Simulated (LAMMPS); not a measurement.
MD from the crystal across the composition of Cu (fcc) with a share x of Cu sites Pt; each row has its own temperature.

Level of theory: classical MD, pair style eam, the elements' _u3.eam files (universal-3 set of Foiles, Baskes and Daw); code LAMMPS.

```csv
x,volume,state,enthalpy,T (K)
0.25,13.2245 ± 0.0004 Å³/atom,crystal; no diffusion seen in 30 ps,-3.8988 ± 0.0002 eV/atom,1070
0.5,14.0320 ± 0.0004 Å³/atom,crystal; no diffusion seen in 30 ps,-4.4455 ± 0.0002 eV/atom,1190
0.75,14.8495 ± 0.0005 Å³/atom,crystal; no diffusion seen in 30 ps,-4.9318 ± 0.0003 eV/atom,1310
```

Caution: the random arrangement on this lattice is imposed, and need not be a phase that exists in equilibrium.

Caution: a run this short can hold a crystal over, or a liquid under, the potential's own melting point, which these runs don't give.

States go by the mean squared displacement: a species diffuses where it passes 1.5 Å², still rises and gives D over 1e-6 cm²/s; a crystal has left its structure where atoms lie 0.35 Å off their sites on average or a cubic box changes its shape by 3 %, or the axial ratios of another lie 8 % off the starting cell's, which the potential's own relaxation can also do.

Uncertainties are statistical and leave out the potential's own error.
